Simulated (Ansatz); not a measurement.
Output of an Ansatz run (abridged):

```
WARN basis.ecutwfc = 500 eV, the default
WARN ansatz: RAYON_NUM_THREADS=1 ignored (pool sized by the plan → 1); use --threads N
Pseudopotentials: kind: paw
Pseudopotential: Ba, paw, valence charge 10
Pseudopotential: Ti, paw, valence charge 12
Pseudopotential: B, paw, valence charge 3
Pseudopotential: O, paw, valence charge 6
Crystal: 10 atoms, lattice volume = 121.039 Å³
Basis set: ecut = 500 eV, 3093 PW (Γ), exchange–correlation on 192×192×192 points (64 copies of the dense FFT grid, shifted against one another)
Bands: 42, of which v1, the nominal top of the filled ones, is band 32 counted from 1 (31 counted from 0)
Symmetry: 6 space group operations
Space group: R-3 (ITA 148), of the structure as read, at distance tolerance 4.9e-5 Å
k-points: 40 of 216
PAW frozen core: Ba, regenerated for the run's functional
PAW frozen core: Ti, regenerated for the run's functional
PAW frozen core: B, regenerated for the run's functional
PAW frozen core: O, regenerated for the run's functional
Initial density: superposition of atomic densities (neutral atoms: chi_scale 0, normalization atom), corrected by the library's trained network
Initial wavefunctions: pseudopotential atomic-orbital guess
Eigensolver: davidson
Functional: x = r2scan, c = r2scan; τ floored in thin density (d = 2e-4 eV/Å³)
SCF iter   1: F=—  HF=-12208.131882 eV  |F-HF|=—  |Δ(HF+E_count)|=         —  Δρ=1.60e-2  dr2=3.88e-1  dr2_τ=9.65e-1  ethr=1.77e-3  ⟨swp⟩=8.3  Hψ=8663  notcnv=0  defer=3
all-band conjugate gradients solve this SCF's bands
preconditioner: auto → Resta (q_TF=auto, 2.453 Å⁻¹)
SCF iter   2: F=—  HF=-12208.359812 eV  |F-HF|=—  |Δ(HF+E_count)|=   2.28e-1  Δρ=7.58e-3  dr2=4.26e-2  dr2_τ=1.58e-2  ethr=6.07e-4  ⟨swp⟩=3.0  Hψ=3711  notcnv=0  defer=164
SCF iter   3: F=—  HF=-12208.355174 eV  |F-HF|=—  |Δ(HF+E_count)|=   4.64e-3  Δρ=3.41e-3  dr2=8.32e-3  dr2_τ=6.67e-4  ethr=6.66e-5  ⟨swp⟩=3.8  Hψ=3039  notcnv=0  defer=164
SCF iter   4: F=—  HF=-12208.354289 eV  |F-HF|=—  |Δ(HF+E_count)|=   8.85e-4  Δρ=6.65e-4  dr2=4.87e-4  dr2_τ=4.96e-5  ethr=1.30e-5  ⟨swp⟩=2.5  Hψ=2828  notcnv=0  defer=164
SCF iter   5: F=—  HF=-12208.354256 eV  |F-HF|=—  |Δ(HF+E_count)|=   3.30e-5  Δρ=1.00e-4  dr2=1.25e-5  dr2_τ=9.57e-7  ethr=7.60e-7  ⟨swp⟩=2.3  Hψ=2601  notcnv=0  defer=164
SCF iter   6: F=—  HF=-12208.354351 eV  |F-HF|=—  |Δ(HF+E_count)|=   9.51e-5  Δρ=3.32e-5  dr2=1.81e-6  dr2_τ=7.51e-8  ethr=1.96e-8  ⟨swp⟩=2.0  Hψ=2708  notcnv=0  defer=164
SCF iter   7: F=—  HF=-12208.354352 eV  |F-HF|=—  |Δ(HF+E_count)|=   1.02e-7  Δρ=1.37e-5  dr2=1.60e-7  dr2_τ=2.26e-8  ethr=2.83e-9  ⟨swp⟩=2.1  Hψ=2521  notcnv=0  defer=164
SCF iter   8: F=-12208.354352 eV  HF=-12208.354352 eV  |F-HF|=2.03e-9  |Δ(HF+E_count)|=   3.21e-8  Δρ=2.45e-6  dr2=9.38e-9  dr2_τ=7.67e-10  ethr=1.56e-10  ⟨swp⟩=12.4  Hψ=8496  notcnv=0
SCF 1 converged in 8 iterations: F = -12208.354352 eV  dr2 = 9.38e-9
SCF converged after 8 iterations
Free energy (F): -12208.354352 eV
Harris-Foulkes:  -12208.354352 eV  (|F-HF|=2.03e-9)
Internal energy: -12208.354352 eV  (E = F + TS)
E sigma→0 (E₀):  -12208.354352 eV
Fermi energy:    7.702245 eV
--- Per-component energies (eV) ---
  E_band       = -385.807484
  E_kinetic    = 1606.148200
  E_local      = -4078.049911  (includes V_loc(G=0)·N_el)
  E_nonlocal   = 364.979837
  E_hartree    = 1551.129255
  E_xc         = -755.994004
  E_vxc        = -1002.550077  (∫ρ·V_xc dr)
  E_paw        = -7428.251183  (= ΣΔE_a)
  E_vpaw       = -441.208689  (= ΣTr[D̂ρ^β])
  E_aug_tail   = 0.006195  (compensation charges beyond the density's cutoff)
  E_vtau       = 62.608350  (kinetic-family band-sum trace: ∫τ·v_τ [+ j·A + Jᵃ·Aᵃ] dr)
  E_ewald      = -3467.911170
  E_core_change = -0.411571  (= ΣΔE_core)
  E_smearing   = -0.000000  (= −TS)
  E_closure    = -0.000000  (closes the sum)
  Σ components = -12208.354352   (vs F -12208.354352, Δ=0.00e0)
--- Forces (eV/Å), atoms counted from 1 ---
  atom   1  Ba     0.00000000     0.00000000     0.00000000
  atom   2  Ti    -0.00000000     0.00000000     0.00000000
  atom   3  B     -0.00000000    -0.00000000     0.01576838
  atom   4  B      0.00000000     0.00000000    -0.01576838
  atom   5  O     -0.03819680     0.18117689     0.03609809
  atom   6  O      0.03819680    -0.18117689    -0.03609809
  atom   7  O     -0.13780539    -0.12366785     0.03609807
  atom   8  O      0.13780539     0.12366785    -0.03609807
  atom   9  O      0.17600219    -0.05750905     0.03609807
  atom  10  O     -0.17600219     0.05750905    -0.03609807
  max |Σ_I F_I| component: 5.55e-17 eV/Å
--- Stress (GPa, compression-positive) ---
        1.204741       0.000011       0.000000
       -0.000011       1.204741       0.000000
       -0.000000       0.000000      -0.493391
  P = ⅓ Tr σ = 0.6387 GPa (6.387 kbar)
  The stress holds the Pulay correction. Without it, at fixed plane waves, as pw.x and ABINIT print it: P = 0.5687 GPa
--- Band table (eV; the first three rows and the last of 40) ---
  k-point 0: bands = ["-52.9115", "-28.1220", "-28.0611", "-28.0611", "-19.5944", "-14.0105", "-13.5145", "-12.3080", "-12.3080", "-12.0549", "-12.0549", "-4.4540", "-4.4540", "-4.3689", "-0.8257", "-0.1880", "0.4225", "0.4225", "0.8583", "1.5671", [...]
  k-point 1: bands = ["-52.9115", "-28.1218", "-28.0617", "-28.0612", "-19.5880", "-13.9551", "-13.5459", "-12.3073", "-12.2685", "-12.1639", "-12.0650", "-4.4454", "-4.4354", "-4.3905", "-0.6560", "-0.2844", "0.5529", "0.6276", "1.0417", "1.3946", [...]
  k-point 2: bands = ["-52.9115", "-28.1214", "-28.0630", "-28.0615", "-19.5753", "-13.8209", "-13.6008", "-12.4269", "-12.3007", "-12.1779", "-12.0856", "-4.4670", "-4.3999", "-4.3836", "-0.5014", "-0.1562", "0.7770", "0.8150", "1.1876", "1.5685", [...]
  k-point 39: bands = ["-52.9115", "-28.1222", "-28.0611", "-28.0611", "-19.5892", "-14.0559", "-13.4862", "-12.2708", "-12.2708", "-12.0938", "-12.0938", "-4.4644", "-4.4644", "-4.3059", "-0.9392", "-0.1569", "0.6509", "0.6509", "1.2757", "1.2757", [...]
```

The structure:

```
CELL_PARAMETERS angstrom
      2.51000     1.44915     5.54610
     -2.51000     1.44915     5.54610
      0.00000    -2.89830     5.54610
ATOMIC_POSITIONS crystal
  Ba 0.00000 0.00000 0.00000
  Ti 0.50000 0.50000 0.50000
  B  0.23276 0.23276 0.23276
  B  0.76724 0.76724 0.76724
  O  0.34064 0.43983 0.92702
  O  0.65936 0.56017 0.07298
  O  0.92702 0.34064 0.43983
  O  0.07298 0.65936 0.56017
  O  0.43983 0.92702 0.34064
  O  0.56017 0.07298 0.65936
```

Write an input that gives this output.

Other spellings and defaults could give the same log, and not every line can be read from it. The input that was run (DFT, r2SCAN, plane waves, default PAW files made with PBE):

Ansatz 0.2 input:
```yaml
crystal:
  lattice:
    - [2.509998, 1.449147, 5.546102]
    - [-2.509998, 1.449147, 5.546102]
    - [0.000000, -2.898296, 5.546102]
  atoms:
    - { symbol: Ba, position: [0.000000, 0.000000, 0.000000] }
    - { symbol: Ti, position: [0.500000, 0.500000, 0.500000] }
    - { symbol: B, position: [0.232760, 0.232760, 0.232760] }
    - { symbol: B, position: [0.767240, 0.767240, 0.767240] }
    - { symbol: O, position: [0.340640, 0.439830, 0.927020] }
    - { symbol: O, position: [0.659360, 0.560170, 0.072980] }
    - { symbol: O, position: [0.927020, 0.340640, 0.439830] }
    - { symbol: O, position: [0.072980, 0.659360, 0.560170] }
    - { symbol: O, position: [0.439830, 0.927020, 0.340640] }
    - { symbol: O, position: [0.560170, 0.072980, 0.659360] }
kpoints:
  mp_grid: { grid: [6, 6, 6] }
hamiltonian:
  xc: r2scan
  pseudopotentials: { kind: paw }
scf:
  occupations: { method: fermi_dirac, width: 0.0015 Ry }
output:
  forces: true
  eigenvalues: true
  stress: true
```

The starting cell comes from a database of computed structures (which also holds hypothetical and non-ambient phases and stackings), without a prior relaxation at this level. Its lattice was rescaled by a random factor within 2.5 % of one. Ansatz's pressure includes its estimate of the finite-basis (Pulay) stress.

Ansatz is a program for electronic structure.
